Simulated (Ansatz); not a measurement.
Take CrB$_{2}$ (space group P6/mmm, No. 191; a = 2.9586 Å, c = 2.9238 Å; ferromagnetic; relaxed with 0.1 eV smearing) as the base. Axes: x lies along a and z along c of the hexagonal cell.

Calculations: PBEsol/PAW in Ansatz (a program for electronic structure), scalar-relativistic without spin-orbit coupling.

Now apply this change: a pure shear with ε_yz = ε_zy = -0.0251, atoms relaxed at fixed cell.

Problem. Predict the stress tensor and what it implies for the stiffness.

Solution. Stress of the strained cell less that of the base (GPa, compression positive):
```
   -0.1     0.0     0.0
    0.0     1.5     9.2
    0.0     9.2     0.9
```

Then −Δσ/γ with γ = 2ε = -0.0502 gives secant stiffness values (nonlinear terms included at this strain): C44 ≈ 184 GPa.

As a check, the harmonic strain energy −½ V₀ Δσ:ε is 11 meV/atom; the computed energy rise is 11 meV/atom.

Other magnetic orders, which the real material may have, were not ruled out. No phonon test of stability was made.
